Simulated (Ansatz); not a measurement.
Partial pair distribution functions of a relaxed model of amorphous Si30N41Gd, broadened by 0.06 Å; density 3.19 g/cm³. Computed with PBE, scalar-relativistic without spin-orbit coupling (plane waves to 420 eV, PAW; Ansatz, a first-principles code). In the spin-polarised cell the level spacing at the Fermi energy can part levels of unlike spin.

A CHGNet melt-quench gave the starting glass, which DFT then relaxed. N atoms were pushed apart under 1.9 Å during the dynamics, to hinder bonds among them. The hot cell started wider than the set density and was brought back towards it in steps. It is the lowest in DFT energy of 2 quenches. It is a model cell: composition and starting density were chosen by hand, and all elements were melted together. No dispersion term was used. Its density started from a set value of 3.19 and ended at 3.19 g/cm³. The simulated quench (nominally 450 K/ps over its main leg) is rapid and tends to freeze in more defects than a deposited or slowly cooled glass has. One small periodic cell is one sample of the glass; other quenches scatter about these values. The volume was held where the preparation left it, at a PBE pressure of -0.7 GPa (tension). Stress components on the final sampling reach 5.5 GPa.

```csv
r (Å),g Si-N,g N-Gd,g Si-Si,g N-N
1.45,0.00,0.00,0.00,0.00
1.55,0.23,0.00,0.00,0.00
1.65,4.22,0.00,0.00,0.00
1.75,10.10,0.00,0.00,0.00
1.85,4.69,0.00,0.00,0.00
1.95,1.11,0.00,0.00,0.00
2.05,0.21,0.04,0.00,0.00
2.15,0.09,1.13,0.00,0.00
2.25,0.02,2.36,0.02,0.02
2.35,0.00,2.11,0.22,0.13
2.45,0.02,0.51,0.45,0.49
2.55,0.08,1.47,0.50,1.39
2.65,0.08,2.75,0.68,2.37
2.75,0.18,0.35,1.81,3.12
2.85,0.38,0.00,2.72,3.88
2.95,0.33,0.02,2.89,3.01
3.05,0.66,0.55,2.92,1.92
3.15,0.81,1.10,2.76,1.21
3.25,0.85,1.05,1.88,0.51
3.35,1.20,0.39,1.00,0.44
3.45,1.29,0.31,0.59,0.30
3.55,1.46,1.51,0.15,0.44
3.65,1.28,1.60,0.43,0.62
3.75,1.08,1.97,0.60,0.40
3.85,0.95,1.53,0.46,0.40
3.95,1.12,1.54,0.41,0.56
4.05,1.32,1.58,0.35,0.46
4.15,1.59,1.25,0.45,0.52
4.25,1.66,1.16,0.74,0.70
4.35,1.42,0.32,0.76,0.85
4.45,1.34,0.53,0.95,1.01
4.55,1.14,0.18,0.80,1.00
4.65,0.91,0.43,1.04,1.13
```

Within 2.24 Å each Si has 4.07 N neighbours on average.
